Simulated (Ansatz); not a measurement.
Consider Ti in the hcp (Mg type) structure (space group P6_3/mmc, No. 194; a = 2.936 Å, c = 4.640 Å; relaxed with 0.1 eV smearing). Axes: x lies along a and z along c of the hexagonal cell.

Level of theory: r2SCAN (Ansatz, a first-principles code, PAW, without spin-orbit coupling).

For the base:

```
Quantity                          Value
-----------------------------  --------
Pressure                        0.0 GPa
Shortest interatomic distance  287.4 pm
```

Perturbation: the cell is stretched by 1.50 % along x with no lateral relaxation; the atoms relax in the strained cell.

### Question
What happens to the largest internal atomic displacement, energy relative to the base, pressure and shortest interatomic distance?

### Answer
The largest internal atomic displacement amounts to 0.015 Å; the energy goes up by 2.1 meV/atom; the pressure (mean of the normal stresses, compression positive) goes from zero to -1.7 GPa; the shortest interatomic distance grows by 0.28 pm, from 287.4 pm to 287.6 pm.

No phonon test of stability was made. All final runs are without spin polarisation.
